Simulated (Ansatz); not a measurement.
Start from SiO₂ in the rutile structure (space group P4_2/mnm, No. 136; a = 4.195 Å, c = 2.678 Å). Axes: x, y, z lie along a, b, c of the conventional cell.

Method: PBEsol/PAW in Ansatz (a quantum-chemistry and plane-wave program), no SOC.

Strains are applied to the cell and any free atomic positions relax; under biaxial strain the out-of-plane vector relaxes too.

One change was made to it. Results:

```json
[
 {"quantity": "band gap", "base": "5.35 eV", "after": "5.08 eV"},
 {"quantity": "width of the top valence band", "base": "2.67 eV", "after": "2.59 eV"}
]
```

### Question
What was done to the base?
A) biaxial strain +1.80 %, plane normal [001], relaxed out of plane
B) biaxial strain +3.00 %, plane normal [001], relaxed out of plane
C) biaxial strain +1.20 %, plane normal [001], relaxed out of plane
D) biaxial strain +2.40 %, plane normal [001], relaxed out of plane

### Answer
A, biaxial strain +1.80 %, plane normal [001], relaxed out of plane. For comparison, the band gap in the other runs: biaxial strain +2.40 %, plane normal [001], relaxed out of plane gives 5.00 eV; biaxial strain +1.20 %, plane normal [001], relaxed out of plane gives 5.17 eV; biaxial strain +3.00 %, plane normal [001], relaxed out of plane gives 4.92 eV.

Whether these cells are dynamically stable was not tested.
